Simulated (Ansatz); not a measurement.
Take TaSi2 (space group P6_222, No. 180; a = 4.776 Å, c = 6.563 Å) as the base.

Calculations: Ansatz (an electronic-structure program), r2SCAN, PAW, cutoff 500 eV, no SOC.

One change was made to it. Results:

| quantity | base | after |
|---|---|---|
| shortest interatomic distance | 2.550 Å | 2.545 Å |
| density | 9.11 g/cm³ | 9.18 g/cm³ |

Which of these changes matches the shifts?
A. pressure −2 GPa
B. pressure 1.5 GPa
C. pressure 7.5 GPa

B, pressure 1.5 GPa. For comparison, the shortest interatomic distance in the other runs: pressure −2 GPa gives 2.558 Å; pressure 7.5 GPa gives 2.525 Å.

Load acts through the strain it causes; cell and atoms are relaxed under it. Stability against distortions was not tested. Competing high-pressure phases were not computed. All final runs are without spin polarisation. An odd electron count without spin: TaSi2.
